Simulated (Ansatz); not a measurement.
# Hypothetical P-6m2 GaN: uniaxial stress, 2 GPa compression along z

Base system: GaN (space group P-6m2, No. 187; a = 2.939 Å, c = 2.658 Å; a hypothetical phase, not in the database extracts checked; relaxed with 0.1 eV smearing). Axes: x lies along a and z along c of the hexagonal cell.

Modification: uniaxial stress, 2 GPa compression along z, with the cell and atoms free to relax against it.

Level of theory: Ansatz (a program for electronic structure) PBEsol, no spin-orbit coupling. Settings: 23×23×22 k-points, 0.1 eV Fermi–Dirac smearing.

- Volume per atom = 9.91 Å³ (base 9.94 Å³)
- Space group = P-6m2 (No. 187) (base P-6m2 (No. 187))
- Shortest interatomic distance = 2.153 Å (base 2.155 Å)
- Energy relative to the base (free energy F) = +0.2 meV/atom
- Band gap = zero (base zero)
- Strain response (xx, yy, zz) = (+0.02, +0.02, −0.32) %
- Secant Young's modulus along z = 620 GPa
- Mean lateral Poisson ratio = 0.07

Final structure:

```xyz
2
Lattice="2.9400 0.0000 0.0000 -1.4700 2.5461 0.0000 0.0000 0.0000 2.6491" Properties=species:S:1:pos:R:3 pbc="T T T"
Ga     0.0000     0.0000     0.0000
N      0.0000     1.6974     1.3245
```

Beyond what the load breaks, stability against distortions was not tested. All final runs are without spin polarisation.
